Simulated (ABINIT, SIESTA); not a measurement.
A SIESTA input for a self-consistent single point of AgAuO2 (P2_1/c, 8 atoms in the cell) (DFT, GGA PBEsol, numerical atomic orbitals DZP, PseudoDojo PBEsol standard norm-conserving potentials (rewritten from UPF to PSML)):

```
# files in the folder: Ag.psml Au.psml O.psml (PseudoDojo PBEsol standard)
SystemName  AgAuO2
SystemLabel agauo2

NumberOfAtoms                8
NumberOfSpecies              3
%block ChemicalSpeciesLabel
  1 47 Ag
  2 79 Au
  3 8 O
%endblock ChemicalSpeciesLabel
LatticeConstant              1.0 Ang
%block LatticeVectors
     5.581849000    0.000000000    0.000000000
     0.000000000    3.858262000    0.000000000
    -1.319652000    0.000000000    5.288117000
%endblock LatticeVectors
AtomicCoordinatesFormat      Bohr
%block AtomicCoordinatesAndAtomicSpecies
     5.274082940    3.645529249    0.000000000  1
     4.027192510    0.000000000    4.996546422  1
    -1.246890430    3.645529249    4.996546422  2
     0.000000000    0.000000000    0.000000000  2
     0.172530953    1.500135286    7.769130032  3
     7.881854066    5.790923211    2.223962813  3
     6.634963636    5.145664534    7.220509235  3
     1.419421383    2.145393963    2.772583610  3
%endblock AtomicCoordinatesAndAtomicSpecies

XC.functional                GGA
XC.authors                   PBEsol
PAO.BasisSize                DZP
PAO.EnergyShift              0.01 Ry
MeshCutoff                   350 Ry
%block kgrid.MonkhorstPack
    3   0   0  0.0
    0   5   0  0.0
    0   0   4  0.0
%endblock kgrid.MonkhorstPack
OccupationFunction           FD
ElectronicTemperature        10 K

MaxSCFIterations             150
SCF.Mixer.Method             Pulay
SCF.Mixer.Weight             0.25
SCF.Mixer.History            8
SCF.DM.Tolerance             1.0E-04
Diag.ParallelOverK           true
WriteForces                  true
```

Question: Translate this input to ABINIT.

Answer: This is the input that was run; spellings and numerical settings could be chosen otherwise.

```
# AgAuO2, PseudoDojo nc-sr-04 PBEsol standard
pp_dirpath "./"
pseudos "Ag.upf, Au.upf, O.upf"
acell 10.5481658790 7.2910584971 10.2995556984
rprim
         1.0000000000    0.0000000000    0.0000000000
         0.0000000000    1.0000000000    0.0000000000
        -0.2421250909    0.0000000000    0.9702450414
natom 8
ntypat 3
znucl 47 79 8
typat 1 1 2 2 3 3 3 3
xcart
         2.7909245000    1.9291310000    0.0000000000
         2.1310985000    0.0000000000    2.6440585000
        -0.6598260000    1.9291310000    2.6440585000
         0.0000000000    0.0000000000    0.0000000000
         0.0912994484    0.7938374065    4.1112465617
         4.1708975516    3.0644245935    1.1768704384
         3.5110715516    2.7229684065    3.8209289384
         0.7511254484    1.1352935935    1.4671880617
      Angstrom
ecut 42
ixc -116133
occopt 1
nband 52
kptopt 1
ngkpt 3 5 4
nshiftk 1
shiftk 0 0 0
nstep 100
toldfe 1.0e-09
diemac 6
prtwf 0
prtden 0
enunit 1
```

Basis, cutoffs, solver keys and any potentials are the target program's own. This input uses DFT, PBEsol, plane waves, norm-conserving pseudopotentials (PseudoDojo nc-sr-04 PBEsol standard).

The starting cell comes from a database of computed structures (which also holds hypothetical and non-ambient phases and stackings), without a prior relaxation at this level. Its lattice was rescaled by a random factor within 2.5 % of one.
